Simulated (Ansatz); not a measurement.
# Hypothetical Pm-3n SiC, pressure series

Base system: SiC (space group Pm-3n, No. 223; a hypothetical phase, not in the database extracts checked).

```
SiC
1.0
    5.35738     0.00000     0.00000
    0.00000     5.35738     0.00000
    0.00000     0.00000     5.35738
Si C
6 6
Direct
  0.25000   0.00000   0.50000
  0.50000   0.25000   0.00000
  0.50000   0.75000   0.00000
  0.75000   0.00000   0.50000
  0.00000   0.50000   0.75000
  0.00000   0.50000   0.25000
  0.25000   0.50000   0.00000
  0.00000   0.25000   0.50000
  0.00000   0.75000   0.50000
  0.75000   0.50000   0.00000
  0.50000   0.00000   0.75000
  0.50000   0.00000   0.25000
```

Cell and atoms are relaxed at each pressure.

Calculations: PBE/PAW in Ansatz (a program for electronic structure), without spin-orbit coupling.

```json
[
 {"change": "base", "width of the top valence band": "2.16 eV", "lattice parameter a": "5.357 Å"},
 {"change": "pressure −2 GPa", "width of the top valence band": "2.13 eV", "lattice parameter a": "5.379 Å"},
 {"change": "pressure −1 GPa", "width of the top valence band": "2.15 eV", "lattice parameter a": "5.368 Å"},
 {"change": "pressure 0.7 GPa", "width of the top valence band": "2.17 eV", "lattice parameter a": "[?]"},
 {"change": "pressure 1.5 GPa", "width of the top valence band": "2.18 eV", "lattice parameter a": "5.342 Å"},
 {"change": "pressure 3 GPa", "width of the top valence band": "[?]", "lattice parameter a": "5.326 Å"},
 {"change": "pressure 5 GPa", "width of the top valence band": "2.23 eV", "lattice parameter a": "5.307 Å"},
 {"change": "pressure 7.5 GPa", "width of the top valence band": "2.26 eV", "lattice parameter a": "5.284 Å"},
 {"change": "pressure 10 GPa", "width of the top valence band": "2.29 eV", "lattice parameter a": "5.262 Å"}
]
```

Q: Fill in the withheld entries from the trend.

A: 
- pressure 0.7 GPa, lattice parameter a: 5.350 Å
- pressure 3 GPa, width of the top valence band: 2.20 eV

The levels and masses belong to the bands next to the band gap. Load acts through the strain it causes; cell and atoms are relaxed under it. Stability against distortions was not tested. Competing high-pressure phases were not computed.
